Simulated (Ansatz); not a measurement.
```yaml
crystal:
  lattice:
    - [20.00000, 0.00000, 0.00000]
    - [0.00000, 16.50000, 0.00000]
    - [0.00000, 0.00000, 7.75673]
  atoms:
    - { symbol: Pb, position: [0.49719, 0.49609, 0.96246] }
    - { symbol: Br, position: [0.61741, 0.47737, 0.21226] }
    - { symbol: Br, position: [0.46510, 0.63781, 0.21235] }
    - { symbol: Br, position: [0.42050, 0.38890, 0.22590] }
    - { symbol: Cs, position: [0.63052, 0.68206, 0.13702] }
    - { symbol: Pb, position: [0.50281, 0.50391, 0.46246] }
    - { symbol: Br, position: [0.57950, 0.61110, 0.72590] }
    - { symbol: Br, position: [0.38259, 0.52263, 0.71226] }
    - { symbol: Br, position: [0.53490, 0.36219, 0.71235] }
    - { symbol: Cs, position: [0.36948, 0.31794, 0.63702] }
```

The numbers are results of PBE (plane waves to 420 eV, PAW; Ansatz, a first-principles code), not measurements. Mesh 1×1×6. No spin polarisation. Isolated but for its images some 11 Å away. A hypothetical model. Symmetry and one short period hold its shape; lower forms weren't sought. Pairing along the axis, which can open a gap, is among the distortions not tried. Values not marked SOC lack spin–orbit coupling. On relaxing, bonds broke or formed, so the name tells the start alone.

Tabulate the two highest filled and two lowest empty levels along the axis, from the valence top.


```csv
k (2π/c),v2 (eV),v1 (eV),c1 (eV),c2 (eV)
0.000,-0.25,-0.05,3.50,3.95
0.042,-0.25,-0.05,3.50,3.96
0.083,-0.24,-0.04,3.52,3.96
0.125,-0.24,-0.03,3.55,3.97
0.167,-0.23,-0.02,3.59,3.98
0.208,-0.21,-0.01,3.64,3.99
0.250,-0.20,0.00,3.69,4.01
0.292,-0.18,0.00,3.75,4.01
0.333,-0.16,0.00,3.81,4.00
0.375,-0.14,-0.01,3.86,3.98
0.417,-0.11,-0.03,3.90,3.97
0.458,-0.09,-0.04,3.93,3.96
0.500,-0.07,-0.07,3.95,3.95
```
